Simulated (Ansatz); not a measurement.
Levels about the gap of amorphous In₂₄O₃₅F₂ (61 atoms in a cell of 865 Å³, 6.44 g/cm³; zone centre alone, so wide bands show as single levels with stretches between that a denser mesh fills), at the geometry that PBE relaxed, where it gives -1.0 GPa on a denser mesh. The participation number counts the atoms over which a state spreads; weights are charges in smoothed Voronoi cells. The levels come from a single point, so bond lengths are those of that geometry. Method of the levels: PBE, scalar-relativistic without spin-orbit coupling (Ansatz, a first-principles code). Sampling: the zone centre alone; Fermi-Dirac width 0.02 eV; no spin polarisation. At PBE the levels at the filled edge of the gap are localised (band-tail or defect states).

Preparation: random packing, a CHGNet melt and quench, and a DFT relaxation. O and F atoms were pushed apart under 1.9 Å during the dynamics, to hinder bonds among them. The hot cell started wider than the set density and was brought back towards it in steps. It is the lowest in DFT energy of 2 quenches. It is a model cell: composition and starting density were chosen by hand, and all elements were melted together. No dispersion term was used. Its density started from a set value of 6.44 and ended at 6.44 g/cm³. The simulated quench (nominally 330 K/ps over its main leg) is rapid and tends to freeze in more defects than a deposited or slowly cooled glass has. One small periodic cell is one sample of the glass; other quenches scatter about these values. The volume was held where the preparation left it, at a PBE pressure of -1.0 GPa (tension). Stress components on the final sampling reach 2.4 GPa.

```
E - E(highest filled), eV  filling  participation number        largest on  weight O  weight In  weight F
-------------------------  -------  --------------------  ----------------  --------  ---------  --------
-0.30                       filled                  18.6   O, 3 neighbours      0.94       0.06      0.00
-0.26                       filled                  16.1   O, 3 neighbours      0.94       0.06      0.00
-0.22                       filled                  13.1   O, 4 neighbours      0.95       0.05      0.00
-0.17                       filled                  10.6   O, 3 neighbours      0.96       0.04      0.00
-0.15                       filled                   7.8   O, 3 neighbours      0.95       0.05      0.00
-0.08                       filled                   5.6   O, 3 neighbours      0.96       0.04      0.00
0.00                        filled                   8.6   O, 3 neighbours      0.94       0.06      0.00
0.37                         empty                  55.7  In, 5 neighbours      0.53       0.44      0.02
3.23                         empty                  28.0  In, 5 neighbours      0.56       0.41      0.04
3.47                         empty                  29.0  In, 5 neighbours      0.61       0.38      0.01
3.54                         empty                  37.5  In, 6 neighbours      0.59       0.39      0.02
3.62                         empty                  48.4  In, 6 neighbours      0.58       0.39      0.03
3.69                         empty                  43.6  In, 6 neighbours      0.59       0.39      0.03
3.75                         empty                  43.3  In, 5 neighbours      0.59       0.39      0.02
```

Most localised among these is the filled level at -0.08 eV, on a O atom, which has 3 neighbours (In 2.10 Å, In 2.11 Å, In 2.11 Å).
